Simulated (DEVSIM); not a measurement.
Structure: Ti/SiO2/n-GaAs capacitor, at 300 K.

| layer (left to right) | material | thickness (nm) | Nd (cm⁻³) |
|---|---|---|---|
| 1 | SiO2 | 1.60 | - |
| 2 | GaAs | 5700 | 1.3e16 |

Metal gate on the left, work function 4.33 eV. Fixed charge at the semiconductor interface 6.2e11 cm⁻² (in units of +e); interface traps 1.9e10 cm⁻² eV⁻¹, uniform in energy, neutral level at 0.7 of the gap above the valence band.

This is a model device: material constants are rounded textbook-type values typed into the input, and sizes, dopings and lifetimes were drawn at random. Values at 300 K.

| parameter | SiO2 | GaAs |
|---|---|---|
| gap (eV) | 9 | 1.424 |
| affinity (eV) | 0.9 | 4.07 |
| permittivity | 3.9 | 12.9 |
| Nc (cm⁻³) | - | 4.7e17 |
| Nv (cm⁻³) | - | 9e18 |

Model (solved in DEVSIM): 1D Poisson equation in equilibrium, Boltzmann statistics, complete ionisation; no quantum confinement or tunnelling. Metal contacts follow the ideal Schottky-Mott rule: no Fermi-level pinning, no interface dipoles.

Question: Tabulate band edges, carrier densities and field at -0.7 V on the gate.

Answer: Energies count from the Fermi level of the right contact; mesh points crowd at the junctions.

```
x (μm)     Ec (eV)  Ev (eV)  n (cm⁻³)  p (cm⁻³)  field (V/cm)
---------  -------  -------  --------  --------  ------------
0.000        4.130   -4.870     < 1e2     < 1e2       -470000
0.0007376    4.096   -4.904     < 1e2     < 1e2       -470000
0.001432     4.063   -4.937     < 1e2     < 1e2       -470000
0.002504     0.881   -0.543       750     6.7e9        -53000
0.005956     0.863   -0.561      1500     3.3e9        -52000
0.01247      0.829   -0.595      5500     9.1e8        -51000
0.02578      0.763   -0.661     72000     7.1e7        -48000
0.07049      0.564   -0.860     1.5e8     33000        -40000
0.1481       0.306   -1.118    3.3e12     < 1e2        -26000
0.3116       0.102   -1.322    9.0e15     < 1e2         -2400
0.6562       0.093   -1.331    1.3e16     < 1e2           ≈ 0
1.813        0.093   -1.331    1.3e16     < 1e2           ≈ 0
3.529        0.093   -1.331    1.3e16     < 1e2           ≈ 0
4.705        0.093   -1.331    1.3e16     < 1e2           ≈ 0
5.330        0.093   -1.331    1.3e16     < 1e2           ≈ 0
5.532        0.093   -1.331    1.3e16     < 1e2           ≈ 0
5.622        0.093   -1.331    1.3e16     < 1e2           ≈ 0
5.664        0.093   -1.331    1.3e16     < 1e2           ≈ 0
5.689        0.093   -1.331    1.3e16     < 1e2           ≈ 0
5.696        0.093   -1.331    1.3e16     < 1e2           ≈ 0
5.700        0.093   -1.331    1.3e16     < 1e2           ≈ 0
5.702        0.093   -1.331    1.3e16     < 1e2           ≈ 0
```
